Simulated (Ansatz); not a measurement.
Consider Be in the hcp (Mg type) structure (space group P6_3/mmc, No. 194; a = 2.265 Å, c = 3.561 Å).

(Cell as relaxed with PBE.)

Levels (all Ansatz, a first-principles code, PAW): PBE (420 eV, without spin-orbit coupling); r2SCAN (500 eV, without spin-orbit coupling).

Each level relaxes its own structure.

```json
[
 {"base": "volume per atom", "PBE": "7.91 Å³", "r2SCAN": "7.91 Å³"},
 {"base": "lattice parameter a", "PBE": "2.265 Å", "r2SCAN": "2.264 Å"},
 {"base": "band gap", "PBE": "zero", "r2SCAN": "zero"}
]
```

It is then changed as follows: a hydrostatic pressure of 10 GPa.

```
quantity                 PBE  r2SCAN
-------------------  -------  ------
lattice parameter a  2.208 Å     [?]
c/a ratio              1.578     [?]
band gap                zero     [?]
```

What does r2SCAN give?


- lattice parameter a, r2SCAN: 2.208 Å
- c/a ratio, r2SCAN: 1.579
- band gap, r2SCAN: zero

The two agree on the lattice parameter a and band gap. Neither level is exact; r2SCAN is the comparison here, not a measurement.

Load acts through the strain it causes; cell and atoms are relaxed under it. No phonon test of stability was made. No other phases were tried under pressure.
